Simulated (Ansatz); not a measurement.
A self-consistent single point of Ca3Pd (Pm-3m, 4 atoms in the cell) with Ansatz (a program for electronic structure).

Method: PBEsol-D3BJ-ATM, default PAW files made with PBE (plane waves; Ansatz).

```
Ca3Pd
1.0
    4.84328     0.00000     0.00000
    0.00000     4.84328     0.00000
    0.00000     0.00000     4.84328
Ca Pd
3 1
Cartesian
  0.00000   2.42164   2.42164
  2.42164   2.42164   0.00000
  2.42164   0.00000   2.42164
  0.00000   0.00000   0.00000
```

Reference input (self-consistent single point, DFT, PBEsol, plane waves, default PAW files made with PBE): kpoints.mp_grid.grid = 6 6 6; hamiltonian.xc = pbesol; hamiltonian.pseudopotentials = {kind: paw} (the program's default PAW files); scf.occupations.method = cold; scf.occupations.width = 0.1 eV. This run's input differs from it in these lines:

```diff
@@ -15,2 +15,3 @@
   xc: pbesol
+  dispersion: d3bjatm
   pseudopotentials: { kind: paw }
```

Log, with long lists cut:

```
SCF iter   1: F=—  HF=-12289.744008 eV  |F-HF|=—  |Δ(HF+E_count)|=         —  Δρ=6.81e-3  dr2=7.82e-2  ethr=1.77e-3  ⟨swp⟩=7.2  Hψ=2639  notcnv=0
all-band conjugate gradients solve this SCF's bands
preconditioner: auto → Kerker (q_TF=auto, 2.363 Å⁻¹)
SCF iter   2: F=—  HF=-12289.732146 eV  |F-HF|=—  |Δ(HF+E_count)|=   1.19e-2  S|Δr|=    0.00e0  Δρ=3.19e-3  dr2=1.25e-2  ethr=1.63e-4  ⟨swp⟩=2.0  Hψ=894  notcnv=0
   [... lines left out ...]
SCF iter   5: F=—  HF=-12289.729747 eV  |F-HF|=—  |Δ(HF+E_count)|=   4.54e-5  S|Δr|=    0.00e0  Δρ=7.55e-5  dr2=9.35e-6  ethr=5.94e-7  ⟨swp⟩=2.6  Hψ=881  notcnv=0
SCF iter   6: F=—  HF=-12289.729751 eV  |F-HF|=—  |Δ(HF+E_count)|=   3.84e-6  S|Δr|=    0.00e0  Δρ=2.11e-5  dr2=8.23e-7  ethr=1.95e-8  ⟨swp⟩=2.0  Hψ=713  notcnv=0
SCF iter   7: F=-12289.729751 eV  HF=-12289.729751 eV  |F-HF|=1.08e-8  |Δ(HF+E_count)|=   6.23e-8  S|Δr|=    0.00e0  Δρ=4.19e-6  dr2=2.30e-8  ethr=2.08e-10  ⟨swp⟩=6.0  Hψ=2301  notcnv=0
SCF 1 converged in 7 iterations: F = -12289.729751 eV  dr2 = 2.30e-8
Stability not checked (fill_not_monotonic)
Free energy (F): -12289.729751 eV
Internal energy: -12289.729949 eV  (E = F + TS)
E sigma→0 (E₀):  -12289.729817 eV
Entropy (-TS):   0.000199 eV (0.050 meV/atom)
Fermi energy:    8.260747 eV
--- Forces (eV/Å), atoms counted from 1 ---
  atom   1  Ca     0.00000000     0.00000000     0.00000000
   [... zero for the other atoms too ...]
--- Stress (GPa, compression-positive) ---
       -2.742320       0.000000       0.000000
        0.000000      -2.742320       0.000000
        0.000000       0.000000      -2.742320
  P = ⅓ Tr σ = -2.7423 GPa (-27.423 kbar)
  The stress holds the Pulay correction. Without it, at fixed plane waves, as pw.x and ABINIT print it: P = -2.7481 GPa
```

The run converged in 7 iterations. Against the reference run the pressure goes from -0.92 to -2.74 GPa.

The starting cell was generated: these elements placed on a structure prototype, without a prior relaxation; it need not be a known phase or ordering of this composition. Its lattice was rescaled by a random factor within 2.5 % of one. Spin polarisation is off. Ansatz's pressure includes its estimate of the finite-basis (Pulay) stress.

Keys are those of Ansatz 0.2.
